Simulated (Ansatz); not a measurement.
Some atoms of an NVE trajectory of composition Si15Sb, cell Si60Sb4, held well above this temperature first [in the run: it was liquid; mean temperature 2352 K (target 2340 K); density 2.66 g/cm³]; time step 1.5 fs, velocity Verlet. All values below come from PBE (plane waves, PAW; Ansatz, a program for electronic structure). On the run's last frame a denser k-mesh moved the forces by 0.075 eV/Å rms, the static pressure by 0.04 GPa and the free energy by 5 meV/atom, which is about how far such values are converged.

```csv
atom,mass (u),x y z (Å),v (Å/fs),F (eV/Å)
Si10,28.085,1.37803 14.71161 -4.01982,-0.000504 -0.003016 -0.003579,-1.4498 -0.3490 2.5047
Si20,28.085,5.12855 -0.32402 13.69100,-0.003843 0.001650 -0.005160,-0.3293 -0.2511 0.3815
Si37,28.085,-2.49801 4.95937 14.24382,-0.004639 -0.013212 0.000231,0.4918 -1.1755 -0.5703
Si46,28.085,-1.63494 16.60470 7.72157,-0.006078 -0.005395 -0.007731,-2.7832 -1.1483 2.5344
Si47,28.085,13.11484 10.20282 8.73951,0.004190 -0.002765 -0.002463,-0.1563 0.2063 0.0637
Si55,28.085,-3.65278 -1.42916 2.49278,0.005631 0.014481 -0.006448,0.6164 0.2582 0.5788
```

**Question.** Give their positions one step later.

**Answer.** x' = x + vΔt + FΔt²/(2m), with 1 eV/(Å·u) = 0.0096485 Å/fs².
| atom | x' y' z' (Å) |
|---|---|
| Si10 | 1.37671 14.70695 -4.02422 |
| Si20 | 5.12266 -0.32164 13.68341 |
| Si37 | -2.50478 4.93910 14.24395 |
| Si46 | -1.64513 16.59616 7.71096 |
| Si47 | 13.12107 10.19875 8.73584 |
| Si55 | -3.64410 -1.40733 2.48333 |
